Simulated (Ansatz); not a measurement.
The starting structures come from a database of crystals and need not be the phases stable at ambient conditions.

Evanescent states of InP (P6_3mc, wurtzite, 4 atoms a cell, 25.7 Å³ an atom) along the normal of (001)

Method: r2SCAN (plane waves, PAW; Ansatz, a program for electronic structure).

The gap is the functional's own. No spin-orbit coupling. Mid-gap values are those at the computed energy nearest the middle.

Energies count from the valence-band top; κ is the least over a 12×12 mesh across the current.

```
E (eV)  κ (1/Å)  where
------  -------  -----
0.04      0.046      Γ
0.10      0.055      Γ
0.17      0.061      Γ
0.24      0.066      Γ
0.32      0.069      Γ
0.39      0.071      Γ
0.46      0.073      Γ
0.53      0.073      Γ
0.59      0.072      Γ
0.67      0.071      Γ
0.73      0.068      Γ
0.81      0.064      Γ
0.88      0.059      Γ
0.94      0.051      Γ
1.01      0.040      Γ
1.08      0.020      Γ
```

Problem. How thick must the barrier be to attenuate the transmission by 10^4 when the electrodes' Fermi level lies at 0.81 eV, and what attenuation does that film give at 1.08 eV?

Solution. d = 4 ln 10 / (2 × 0.064) = 72.0 Å. At 1.08 eV it gives 4 × 0.020/0.064 = 1.2 decades.
